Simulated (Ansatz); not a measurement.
Consider HfO2 in the fluorite structure (space group Fm-3m, No. 225; a = 5.0976 Å).

Calculations: PBE, PAW, 420 eV (Ansatz, a program for electronic structure; spin-orbit coupling left out).

One change was made to it. Results:

The width of the top valence band rises by 0.11 eV, from 1.82 eV to 1.93 eV; the density increases by 1.10 g/cm³ to 11.65 g/cm³.

**Question.** Which of these changes matches the shifts?
A. pressure 0.9 GPa
B. pressure −1 GPa
C. pressure 30 GPa

**Answer.** C, pressure 30 GPa. For comparison, the width of the top valence band in the other runs: pressure 0.9 GPa gives 1.82 eV; pressure −1 GPa gives 1.82 eV.

Spin-orbit coupling, missing from the scalar runs, can matter with Hf. The levels and masses belong to the bands next to the band gap. Load acts through the strain it causes; cell and atoms are relaxed under it. Whether these cells are dynamically stable was not tested. No other phases were tried under pressure. This is not the structure that HfO2 has at room temperature and ambient pressure.
